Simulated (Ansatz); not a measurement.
LaH3 (space group Fm-3m, No. 225; a cell from a computed database, its experimental status unchecked)

```cif
data_H3La
_chemical_formula_sum 'La1 H3'
_space_group_name_H-M_alt 'P 1'
_space_group_IT_number 1
_cell_length_a 3.88984
_cell_length_b 3.88984
_cell_length_c 3.88984
_cell_angle_alpha 60.000
_cell_angle_beta 60.000
_cell_angle_gamma 60.000
loop_
_space_group_symop_operation_xyz
  'x, y, z'
loop_
_atom_site_label
_atom_site_type_symbol
_atom_site_fract_x
_atom_site_fract_y
_atom_site_fract_z
_atom_site_occupancy
La1 La 0.00000 0.00000 0.00000 1
H1 H 0.50000 0.50000 0.50000 1
H2 H 0.75000 0.75000 0.75000 1
H3 H 0.25000 0.25000 0.25000 1
```

Method: PBEsol (Ansatz, an electronic-structure program), no SOC. Γ-centred 10×10×10 mesh, Fermi–Dirac width 0.05 eV.

The volume per atom is 10.40 Å³, the density is 5.66 g/cm³ and the band gap is zero. The total energy is -1552.672 eV/atom (σ→0; compares only within this code and set-up).

No phonon test of stability was made. All final runs are without spin polarisation. A zero or small gap of LaH3 can be the functional's error rather than a property of the material.
